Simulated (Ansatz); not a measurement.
WC: response to strain

Start from WC (space group P-6m2, No. 187; a = 2.8991 Å, c = 2.8268 Å; relaxed with 0.1 eV smearing). Axes: x lies along a and z along c of the hexagonal cell.

Strains are applied to the cell and any free atomic positions relax; under biaxial strain the out-of-plane vector relaxes too; under stress the whole cell relaxes.

Calculations: PBEsol (Ansatz, an electronic-structure program; PAW; 420 eV plane waves; spin-orbit coupling left out).

Notes on the quantities. pressure: mean of the normal stresses, compression positive.

```json
[
 {"change": "base", "shortest interatomic distance": "2.191 Å", "pressure": "0.0 GPa"},
 {"change": "biaxial strain −4.73 %, plane normal [001], relaxed out of plane", "shortest interatomic distance": "2.150 Å", "pressure": "34.8 GPa"},
 {"change": "biaxial strain −0.37 %, plane normal [001], relaxed out of plane", "shortest interatomic distance": "2.187 Å", "pressure": "2.3 GPa"},
 {"change": "biaxial strain +3.69 %, plane normal [001], relaxed out of plane", "shortest interatomic distance": "2.227 Å", "pressure": "-19.0 GPa"},
 {"change": "isotropic strain +1.07 %", "shortest interatomic distance": "2.214 Å", "pressure": "-12.2 GPa"},
 {"change": "isotropic strain +2.21 %", "shortest interatomic distance": "2.239 Å", "pressure": "-23.4 GPa"},
 {"change": "isotropic strain +3.26 %", "shortest interatomic distance": "2.262 Å", "pressure": "-32.1 GPa"},
 {"change": "uniaxial strain ε_xx = −0.44 %", "shortest interatomic distance": "2.187 Å", "pressure": "(withheld)"},
 {"change": "uniaxial stress, 1 GPa tension along z", "shortest interatomic distance": "2.191 Å", "pressure": "–"}
]
```

Q: What belongs in the blanks?

A: 
- uniaxial strain ε_xx = −0.44 %, pressure: 1.7 GPa

Beyond what the load breaks, stability against distortions was not tested. The final runs are not spin-polarised.
